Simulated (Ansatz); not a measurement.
Input for fcc Pt (0 0 1) on cubic SrTiO3 (0 0 1) (film strained to the substrate, started from cuts of the bulks and a machine-learned relaxation; slabs Sr4O10Ti3 and Pt12, which can lie off the formulas):

Ansatz 0.2 input:
```yaml
crystal:
  lattice:
    - [3.936793, 0.0, 0.004919505]
    - [0.0, 3.936793, 0.030510528]
    - [-1.935052821, 1.190284939, 27.489616641]
  atoms:
    - { symbol: Sr, position: [0.045271125, 1.044848155, 0.053042815] }
    - { symbol: O, position: [0.546058526, 0.528073462, 0.056430651] }
    - { symbol: Sr, position: [0.107843854, 0.977386899, 0.19664773] }
    - { symbol: Ti, position: [0.575306423, 0.507534591, 0.122797392] }
    - { symbol: O, position: [0.077895305, 0.497915103, 0.128084799] }
    - { symbol: O, position: [0.576846233, 1.000051758, 0.12808601] }
    - { symbol: O, position: [0.612666812, 0.471469775, 0.200966098] }
    - { symbol: Sr, position: [0.180096003, 0.922816053, 0.340964626] }
    - { symbol: Ti, position: [0.642016637, 0.450678258, 0.269095495] }
    - { symbol: O, position: [0.147223543, 0.443423209, 0.273060051] }
    - { symbol: O, position: [0.646942873, 0.944592348, 0.273049303] }
    - { symbol: O, position: [0.682111367, 0.420546289, 0.345390942] }
    - { symbol: Sr, position: [0.252907355, 0.87401088, 0.480018412] }
    - { symbol: Ti, position: [0.720758552, 0.397395659, 0.414756299] }
    - { symbol: O, position: [0.216819165, 0.395975019, 0.416275173] }
    - { symbol: O, position: [0.71671159, 0.896400105, 0.41623102] }
    - { symbol: O, position: [0.749621641, 0.372103341, 0.489010247] }
    - { symbol: Pt, position: [0.395363059, 0.328431357, 0.651330429] }
    - { symbol: Pt, position: [0.894104898, 0.828877244, 0.651089501] }
    - { symbol: Pt, position: [0.846672776, 0.354509041, 0.570655102] }
    - { symbol: Pt, position: [0.358517943, 0.851430937, 0.583986187] }
    - { symbol: Pt, position: [0.469063661, 0.273395707, 0.798844202] }
    - { symbol: Pt, position: [0.96906869, 0.773553489, 0.79877352] }
    - { symbol: Pt, position: [0.933610282, 0.30180907, 0.726089065] }
    - { symbol: Pt, position: [0.432678131, 0.802372462, 0.724481883] }
    - { symbol: Pt, position: [0.535005208, 0.209453996, 0.944012633] }
    - { symbol: Pt, position: [0.034425544, 0.710355864, 0.944570089] }
    - { symbol: Pt, position: [0.002916842, 0.242507711, 0.872549078] }
    - { symbol: Pt, position: [0.503004682, 0.742318322, 0.872769012] }
basis:
  ecutwfc: 420
  ecutrho_ratio: 4
  xc_grid: 2
kpoints:
  mp_grid: { grid: [8, 8, 1] }
hamiltonian:
  xc: pbe
  dispersion: none
  pseudopotentials: { kind: paw }
scf:
  n_extra_bands: 46
  occupations: { method: fermi_dirac, width: 0.05 }
output:
  forces: true
  stress: true
  eigenstates:
    kpoints:
      - [0, 0, 0]
      - [0.5, 0, 0]
      - [0, 0.5, 0]
      - [0.5, 0.5, 0]
    e_range: [-3.5, 3.5]
    localisation: true
relax:
  f_tol: 0.04
  max_steps: 70
  cell: { fix: [a, b, gamma], stress_tol: 0.3 }
```

All values below come from PBE (plane waves to 420 eV, PAW; Ansatz, a quantum-chemistry and plane-wave program). No spin–orbit coupling; the runs are not spin-polarised. Its k-point mesh 8×8×1, Fermi–Dirac width 0.05 eV.

Task: What does the end of the output print (band table and long remarks left out, numbers rounded to eight decimals)?

Result: 
```
SCF converged after 8 iterations
Free energy (F): -177651.357731 eV
Harris-Foulkes:  -177651.357731 eV  (|F-HF|=1.28e-9)
Internal energy: -177651.192808 eV  (E = F + TS)
E sigma→0 (E₀):  -177651.275270 eV
Entropy (-TS):   -0.164923 eV (-5.687 meV/atom)
Fermi energy:    14.888826 eV
--- Per-component energies (eV) ---
  E_band       = -3448.103546
  E_kinetic    = 11195.528666
  E_local      = -107813.747677  (includes V_loc(G=0)·N_el)
  E_nonlocal   = 3694.601575
  E_hartree    = 49776.013279
  E_xc         = -4870.092521
  E_vxc        = -5596.116883  (∫ρ·V_xc dr)
  E_paw        = -128940.822266  (= ΣΔE_a)
  E_vpaw       = -4480.430573  (= ΣTr[D̂ρ^β])
  E_aug_tail   = 0.027226  (compensation charges beyond the density's cutoff)
  E_ewald      = -692.701089
  E_smearing   = -0.164923  (= −TS)
  E_closure    = 0.000000  (closes the sum)
  Σ components = -177651.357731   (vs F -177651.357731, Δ=0.00e0)
--- Forces (eV/Å), atoms counted from 1 ---
  atom   1  Sr    -0.00357608    -0.00485609     0.01463794
  atom   2  O      0.00546319     0.00661799     0.03205781
  atom   3  Sr    -0.00337295     0.00237577     0.01269548
  atom   4  Ti     0.00126212     0.00541677    -0.01792516
  atom   5  O     -0.00244286     0.00009136    -0.01604902
  atom   6  O      0.00178224    -0.00344034    -0.01776037
  atom   7  O      0.00402235     0.00206984     0.00117390
  atom   8  Sr     0.00422953     0.00017009    -0.01311755
  atom   9  Ti    -0.00106161     0.00359270    -0.00170828
  atom  10  O      0.00021709     0.00235563     0.00483338
  atom  11  O      0.00838228    -0.00030774     0.00441708
  atom  12  O     -0.00594770    -0.00050459     0.00301274
  atom  13  Sr     0.01442322     0.00186416     0.00561202
  atom  14  Ti     0.01927309     0.00512500     0.00372337
  atom  15  O     -0.01136532     0.00153132     0.00382949
  atom  16  O     -0.01789767    -0.00222509     0.00263392
  atom  17  O     -0.00776996    -0.00143839     0.00170636
  atom  18  Pt    -0.00334484    -0.00253031     0.00842861
  atom  19  Pt    -0.00070483    -0.00173741     0.00804353
  atom  20  Pt     0.00117980     0.00147708    -0.01394504
  atom  21  Pt     0.00228288    -0.00020583    -0.01704687
  atom  22  Pt     0.00092076    -0.00520378    -0.00137380
  atom  23  Pt    -0.00155123    -0.00059212    -0.00047112
  atom  24  Pt     0.00037948    -0.00088650     0.00247730
  atom  25  Pt     0.00086774    -0.00281738     0.00067356
  atom  26  Pt    -0.00235265     0.00384124    -0.00492354
  atom  27  Pt    -0.00024654    -0.00283317    -0.00501505
  atom  28  Pt     0.00002042    -0.00049704     0.00252884
  atom  29  Pt    -0.00308352    -0.00645574    -0.00315348
  max |Σ_I F_I| component: 1.16e-5 eV/Å
--- Stress (GPa, compression-positive) ---
       -2.664083       0.012277      -0.000976
        0.012277      -2.660089      -0.007651
       -0.000976      -0.007651      -0.007054
  P = ⅓ Tr σ = -1.7771 GPa (-17.771 kbar)
--- Relaxed structure (11 steps of the walk, 10 accepted, 1 SCFs on fresh bases) ---
  F+E_penalty+E_count = -177651.35773141 eV   max|allowed force component| = 3.206e-2 eV/Å   (the final SCF, on the basis selected at the relaxed cell)
  cell:  # Å, volume = 427.7698 Å³
    - [3.93679442, 9.70355648e-5, -0.00361196]
    - [-4.73362232e-6, 3.93646852, 0.05903877]
    - [-1.99476752, 1.38833815, 27.62592812]
  atoms:
    - { symbol: Sr, position: [0.06028305, 1.09084615, 0.04970016] }
    - { symbol: O, position: [0.55312511, 0.57044287, 0.05503339] }
    - { symbol: Sr, position: [0.12785802, 1.01222231, 0.19351432] }
    - { symbol: Ti, position: [0.59220864, 0.54989013, 0.12024642] }
    - { symbol: O, position: [0.09087505, 0.53763280, 0.12729810] }
    - { symbol: O, position: [0.59019711, 1.03872807, 0.12731688] }
    - { symbol: O, position: [0.62804864, 0.50389289, 0.20123958] }
    - { symbol: Sr, position: [0.19814311, 0.94141135, 0.33908106] }
    - { symbol: Ti, position: [0.66420990, 0.47710465, 0.26702928] }
    - { symbol: O, position: [0.16444100, 0.46877551, 0.27391411] }
    - { symbol: O, position: [0.66349456, 0.96935713, 0.27392083] }
    - { symbol: O, position: [0.70444499, 0.43673241, 0.34713503] }
    - { symbol: Sr, position: [0.27141734, 0.87533827, 0.48040007] }
    - { symbol: Ti, position: [0.73549681, 0.40648695, 0.41297628] }
    - { symbol: O, position: [0.24315190, 0.40402126, 0.41854330] }
    - { symbol: O, position: [0.74365864, 0.90437061, 0.41854046] }
    - { symbol: O, position: [0.78407019, 0.37024175, 0.49608106] }
    - { symbol: Pt, position: [0.36572081, 0.30071154, 0.65316150] }
    - { symbol: Pt, position: [0.86560855, 0.80069166, 0.65316611] }
    - { symbol: Pt, position: [0.82188632, 0.33745407, 0.57028042] }
    - { symbol: Pt, position: [0.33136078, 0.83054502, 0.58720268] }
    - { symbol: Pt, position: [0.44052216, 0.23428433, 0.79870630] }
    - { symbol: Pt, position: [0.94062000, 0.73401696, 0.79869947] }
    - { symbol: Pt, position: [0.90347413, 0.26726259, 0.72659811] }
    - { symbol: Pt, position: [0.40287821, 0.76792708, 0.72539890] }
    - { symbol: Pt, position: [0.51448412, 0.16638447, 0.94268839] }
    - { symbol: Pt, position: [0.01421950, 0.66700685, 0.94267646] }
    - { symbol: Pt, position: [-0.02245049, 0.20035078, 0.87080371] }
    - { symbol: Pt, position: [0.47808059, 0.70010566, 0.87170536] }
```

Cost: about 80 core-minutes (a rough figure).
